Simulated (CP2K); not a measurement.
A self-consistent single point of Pt (Fm-3m, 1 atom in the cell) with CP2K.

Method: PBEsol, GPW, DZVP-MOLOPT-SR-GTH basis, GTH-PBE potentials (GTH_POTENTIALS) in CP2K.

```xyz
1
Lattice="2.7635 0.0000 0.0000 1.3818 2.3933 0.0000 1.3818 0.7978 2.2564" Properties=species:S:1:pos:R:3 pbc="T T T"
Pt     0.0000     0.0000     0.0000
```

Reference input (self-consistent single point, DFT PBEsol, GPW, DZVP-MOLOPT-SR-GTH basis, GTH-PBE potentials (GTH_POTENTIALS)): CUTOFF = 500 Ry; REL_CUTOFF = 50 Ry; SMEAR/METHOD = GAUSSIAN; SIGMA = 0.1 eV; KPOINTS/SCHEME = MONKHORST-PACK 7 7 7; XC_FUNCTIONAL = PBE:PBESOL; Pt/BASIS_SET = DZVP-MOLOPT-SR-GTH; Pt/POTENTIAL = GTH-PBE-q18; METHOD = GPW; EPS_DEFAULT = 1e-10; NGRIDS = 5; SCF_GUESS = ATOMIC. This run's input differs from it in these lines:

```diff
@@ -35,4 +35,4 @@
       &SMEAR ON
-        METHOD GAUSSIAN
-        SIGMA [eV] 0.1
+        METHOD FERMI_DIRAC
+        ELECTRONIC_TEMPERATURE [K] 232.09
       &END SMEAR
@@ -40,3 +40,4 @@
     &KPOINTS
-      SCHEME MONKHORST-PACK 7 7 7
+      SCHEME MONKHORST-PACK 12 12 12
+      GAMMA_CENTERED T
     &END KPOINTS
```

Log, with long lists cut:

```
 SCF WAVEFUNCTION OPTIMIZATION

  Step     Update method      Time    Convergence         Total energy    Change
     1 NoMix/Diag. 0.30E+00      -     0.20816545      -120.3952402951 -1.20E+02
     2 Broy./Diag. 0.30E+00      -     0.06864227      -121.2938080616 -8.99E-01
     3 Broy./Diag. 0.30E+00      -     0.08325210      -120.5219683443  7.72E-01
     4 Broy./Diag. 0.30E+00      -     0.00448343      -120.0519667176  4.70E-01
     5 Broy./Diag. 0.30E+00      -     0.00202394      -120.0868731329 -3.49E-02
     6 Broy./Diag. 0.30E+00      -     0.00026035      -120.0756675354  1.12E-02
     7 Broy./Diag. 0.30E+00      -     0.00018696      -120.0764847220 -8.17E-04
     8 Broy./Diag. 0.30E+00      -     0.00002268      -120.0754021032  1.08E-03
     9 Broy./Diag. 0.30E+00      -     0.00001136      -120.0754112762 -9.17E-06
    10 Broy./Diag. 0.30E+00      -     0.00000129      -120.0753422409  6.90E-05
    11 Broy./Diag. 0.30E+00      -     0.00000038      -120.0753497277 -7.49E-06
  *** SCF run converged in    11 steps ***

  Overlap energy of the core charge distribution:               0.00000000005654
  Self energy of the core charge distribution:               -182.79742506947306
  Core Hamiltonian energy:                                     40.55903395408247
  Hartree energy:                                              33.76991461868113
  Exchange-correlation energy:                                -11.60672599670226
  Electronic entropic energy:                                  -0.00014723432355
  Fermi energy:                                                 0.60002465391835

  Total energy:                                              -120.07534972773560
  Total energy (extrapolated to T->0):                       -120.07527611057382

   [... lines left out ...]

 STRESS| Analytical stress tensor [bar]
 STRESS|                        x                   y                   z
 STRESS|      x        3.51097564726E+04  -2.47786515353E-01  -1.75078754177E-01
 STRESS|      y       -2.47786515353E-01   3.51100805420E+04  -8.31266738483E-02
 STRESS|      z       -1.75078754177E-01  -8.31266738483E-02   3.51101187701E+04
 STRESS| 1/3 Trace                                             3.51099852616E+04
```

The run converged in 11 iterations. Against the reference run the free energy falls by 43.0 meV/atom and the pressure goes from 5.42 to 3.51 GPa.

The starting cell has typed, rounded lattice constants, without a prior relaxation at this level. Its lattice was rescaled by up to half a per cent. Spin polarisation is off. Values carry the incompleteness of an atom-centred basis. The potentials were made for another functional than the one used. With a pressure of about 4 GPa the cell is away from its equilibrium volume at this level.

Cost on one core of a shared machine: roughly 2 min.
